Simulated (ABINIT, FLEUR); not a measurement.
An ABINIT input for a self-consistent single point of MnS (Fm-3m, 4 atoms in the cell) (DFT, PBE, plane waves, PAW (JTH v2.0 PBE PAW)):

```
# MnS, JTH v2.0 PBE PAW
pp_dirpath "./"
pseudos "Mn.GGA_PBE-JTH.xml, S.GGA_PBE-JTH.xml"
acell 3*1.0 Angstrom
rprim
         5.2200000000    2.6100000000    2.6100000000
         2.6100000000    5.2200000000    2.6100000000
         2.6100000000    2.6100000000    5.2200000000
natom 4
ntypat 2
znucl 25 16
typat 1 1 2 2
xred
         0.0000000000    0.0000000000    0.0000000000
         0.5000000000    0.5000000000    0.5000000000
         0.2500000000    0.2500000000    0.2500000000
         0.7500000000    0.7500000000    0.7500000000
chkprim 0
ecut 60 Ry
pawecutdg 120 Ry
pawxcdev 0
ixc 11
nsppol 2
spinat
      0 0 5
      0 0 -5
      0 0 0
      0 0 0
occopt 3
tsmear 0.02 eV
nband 28
kptopt 1
ngkpt 4 4 4
nshiftk 1
shiftk 0 0 0
nstep 80
toldfe 1.0e-09
prtwf 0
prtden 0
enunit 1
```

### Question
Write the same calculation as an input for FLEUR.

### Answer
One input that does it (others would too):

Input of the input generator:

```
MnS FLAPW
&input film=f /
0.8164965809 0.4082482905 0.4082482905
0.4082482905 0.8164965809 0.4082482905
0.4082482905 0.4082482905 0.8164965809
12.0813370208
1.0 1.0 1.0

4
25 0.0000000000 0.0000000000 0.0000000000 : 5.00
25 0.5000000000 0.5000000000 0.5000000000 : -5.00
16 0.2500000000 0.2500000000 0.2500000000 : 0.00
16 0.7500000000 0.7500000000 0.7500000000 : 0.00

&comp jspins=2 /
&kpt div1=4 div2=4 div3=4 gamma=t /
&end /
```

```xml
<?xml version="1.0" encoding="UTF-8" standalone="no"?>
<fleurInput fleurInputVersion="0.39">
   <comment>
      MnS FLAPW                                                                                           
   </comment>
   <calculationSetup>
      <cutoffs Kmax="4.4" Gmax="15.4" GmaxXC="15.4" numbands="0"/>
      <scfLoop itmax="100" minDistance="0.00001" maxIterBroyd="99" imix="Anderson" alpha="0.05" precondParam="0.0" spinf="2.0"/>
      <coreElectrons ctail="T" frcor="F" kcrel="0" coretail_lmax="0"/>
      <xcFunctional name="pbe" relativisticCorrections="F"/>
      <magnetism jspins="2"/>
      <soc l_soc="F" theta="0.0" phi="0.0" spav="F"/>
      <expertModes spex="0" secvar="F"/>
      <geometryOptimization l_f="T" forcealpha="1.0" forcemix="BFGS" epsdisp="0.00001" epsforce="0.00001"/>
      <ldaU l_linMix="F" mixParam="0.05" spinf="1.0"/>
   </calculationSetup>
   <cell>
      <bzIntegration valenceElectrons="42.0" mode="hist" fermiSmearingEnergy="0.00073499">
         <kPointListSelection listName="default-1"/>
         <!-- k-points included here -->
         <xi:include xmlns:xi="http://www.w3.org/2001/XInclude" href="kpts.xml"> </xi:include>
      </bzIntegration>
      <!-- symmetry operations included here -->
      <xi:include xmlns:xi="http://www.w3.org/2001/XInclude" href="sym.xml"> </xi:include>
      <bulkLattice scale="1.0">
         <bravaisMatrix>
            <row-1>    9.8643703701837921     4.9321851856959631     4.9321851856959631</row-1>
            <row-2>    4.9321851856959631     9.8643703701837921     4.9321851856959631</row-2>
            <row-3>    4.9321851856959631     4.9321851856959631     9.8643703701837921</row-3>
         </bravaisMatrix>
      </bulkLattice>
   </cell>
   <atomSpecies>
      <species name="Manganese 5.000" element="Mn" atomicNumber="25">
         <mtSphere radius="2.68" gridPoints="925" logIncrement="0.013"/>
         <atomicCutoffs lmax="10" lnonsphr="8"/>
         <electronConfig flipSpins="F">
            <coreConfig>(1s1/2) (2s1/2) (2p1/2) (2p3/2)</coreConfig>
            <valenceConfig>(3s1/2) (3p1/2) (3p3/2) (4s1/2) (3d3/2) (3d5/2)</valenceConfig>
            <stateOccupation state="(3d3/2)" spinUp="2.0" spinDown="0.0"/>
            <stateOccupation state="(3d5/2)" spinUp="3.0" spinDown="0.0"/>
         </electronConfig>
         <energyParameters s="4" p="4" d="3" f="4"/>
         <lo type="SCLO" l="0" n="3" eDeriv="0"/>
         <lo type="SCLO" l="1" n="3" eDeriv="0"/>
      </species>
      <species name="Manganese -5.000" element="Mn" atomicNumber="25">
         <mtSphere radius="2.68" gridPoints="925" logIncrement="0.013"/>
         <atomicCutoffs lmax="10" lnonsphr="8"/>
         <electronConfig flipSpins="F">
            <coreConfig>(1s1/2) (2s1/2) (2p1/2) (2p3/2)</coreConfig>
            <valenceConfig>(3s1/2) (3p1/2) (3p3/2) (4s1/2) (3d3/2) (3d5/2)</valenceConfig>
            <stateOccupation state="(3d3/2)" spinUp="0.0" spinDown="2.0"/>
            <stateOccupation state="(3d5/2)" spinUp="0.0" spinDown="3.0"/>
         </electronConfig>
         <energyParameters s="4" p="4" d="3" f="4"/>
         <lo type="SCLO" l="0" n="3" eDeriv="0"/>
         <lo type="SCLO" l="1" n="3" eDeriv="0"/>
      </species>
      <species name="Sulfur (S)" element="S" atomicNumber="16">
         <mtSphere radius="1.82" gridPoints="629" logIncrement="0.018"/>
         <atomicCutoffs lmax="8" lnonsphr="6"/>
         <electronConfig flipSpins="F">
            <coreConfig>(1s1/2) (2s1/2) (2p1/2) (2p3/2)</coreConfig>
            <valenceConfig>(3s1/2) (3p1/2) (3p3/2)</valenceConfig>
            <stateOccupation state="(3p1/2)" spinUp="0.6666666667" spinDown="0.6666666667"/>
            <stateOccupation state="(3p3/2)" spinUp="1.333333333" spinDown="1.333333333"/>
         </electronConfig>
         <energyParameters s="3" p="3" d="3" f="4"/>
      </species>
   </atomSpecies>
   <atomGroups>
      <atomGroup species="Manganese 5.000">
         <relPos label="                   1">.0000000000 .0000000000 .0000000000</relPos>
         <force calculate="T" relaxXYZ="TTT"/>
      </atomGroup>
      <atomGroup species="Manganese -5.000">
         <relPos label="                   2">1.000/2.000 1.000/2.000 1.000/2.000</relPos>
         <force calculate="T" relaxXYZ="TTT"/>
      </atomGroup>
      <atomGroup species="Sulfur (S)">
         <relPos label="                   3">1.000/4.000 1.000/4.000 1.000/4.000</relPos>
         <relPos label="                   4">-1.000/4.000 -1.000/4.000 -1.000/4.000</relPos>
         <force calculate="T" relaxXYZ="TTT"/>
      </atomGroup>
   </atomGroups>
   <output dos="F" band="F" slice="F">
      <checks vchk="F" cdinf="F"/>
      <bandDOS minEnergy="-.5*Htr" maxEnergy="0.5*Htr" sigma="0.015" storeEVData="T"/>
      <vacuumDOS vacdos="F" integ="F" star="F" nstars="0" locx1="0.0" locy1="0.0" locx2="0.0" locy2="0.0" nstm="0" tworkf="0.0"/>
      <unfoldingBand unfoldBand="F" supercellX="1" supercellY="1" supercellZ="1"/>
      <plotting iplot="0" polar="F">
         <plot TwoD="T" vec1="  1.0  0.0  0.0" vec2="  0.0  1.0  0.0" vec3="  0.0  0.0  1.0" zero="  0.0  0.0  0.0" file="plot"/>
      </plotting>
      <chargeDensitySlicing numkpt="0" minEigenval="0.0" maxEigenval="0.0" nnne="0" pallst="F"/>
      <specialOutput eonly="F"/>
      <magneticCircularDichroism mcd="F" energyLo="-10.0" energyUp="0.0"/>
   </output>
  <!-- We include the file relax.xml here to enable relaxations (see documentation) -->
  <xi:include xmlns:xi="http://www.w3.org/2001/XInclude" href="relax.xml"> <xi:fallback/> </xi:include>
</fleurInput>
```

Basis settings and potentials, where a program has them, do not carry over. This input uses DFT, PBE, all-electron FLAPW (FLEUR), scalar-relativistic valence.

The starting cell has typed, rounded lattice constants, without a prior relaxation at this level.
